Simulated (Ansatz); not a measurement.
Here is the system:

```yaml
crystal:
  lattice:
    - [2.45812, 0.00000, 0.00000]
    - [-1.22906, 2.17201, 0.00000]
    - [0.00000, 0.00000, 6.56486]
  atoms:
    - { symbol: C, position: [0.99410, 0.98821, 0.25000] }
    - { symbol: C, position: [0.00590, 0.01179, 0.75000] }
    - { symbol: C, position: [0.32664, 0.65328, 0.25000] }
    - { symbol: C, position: [0.67336, 0.34672, 0.75000] }
```

No spin polarisation.

Computed with plane-wave PAW DFT at the PBEsol-D3(BJ) level (Ansatz, a quantum-chemistry and plane-wave program, 420 eV), without spin-orbit coupling, earlier PAW set. Γ-centred 15×15×5 mesh, Fermi–Dirac width 0.05 eV.

Q: Predict the band gap.

A: Zero.

Q: Predict the pressure (mean of the normal stresses, compression positive).

A: -8.6 GPa.

Q: Predict the space group.

A: Cmcm (No. 63).

The cells carry an imposed strain or load. Whether these cells are dynamically stable was not tested. The cell was made from C in the graphite type structure (space group P6_3/mmc, No. 194; layered, stacked along the Cartesian z axis) by this change: uniaxial strain ε_yy = +2.03 %. Gaps under 0.05 eV, about the width of the smearing, are given as zero.
